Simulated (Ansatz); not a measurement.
## ZnSnSb2 (I-42d, No. 122, 8 atoms in the cell; start mp-4756)

All values below come from r²SCAN+rVV10 (plane waves, PAW; Ansatz, a first-principles code).

Numerical settings: plane-wave cutoff 560 eV, 12×12×12 k mesh, Fermi–Dirac smearing 0.05 eV, scalar-relativistic PAW data made under PBE.

Cell (relaxed at this level):

```
CELL_PARAMETERS angstrom
     -3.14032     3.14032     6.30541
      3.14032    -3.14032     6.30541
      3.14032     3.14032    -6.30541
ATOMIC_POSITIONS crystal
  Zn 0.00000 0.00000 0.00000
  Zn 0.75000 0.25000 0.50000
  Sn 0.50000 0.50000 0.00000
  Sn 0.25000 0.75000 0.50000
  Sb 0.65164 0.62500 0.52664
  Sb 0.37500 0.90164 0.02664
  Sb 0.09836 0.12500 0.47336
  Sb 0.87500 0.34836 0.97336
```

```yaml
band_gap: 0.24 eV
```

Spin–orbit coupling is not included; it can close the smallest gap of 0.24 eV.

The computed numbers hold no vibrational or temperature effects.

It cost around 21 core-minutes (rough) of CPU time.

A start named mp-… is a Materials Project structure, which need not be a measured phase.
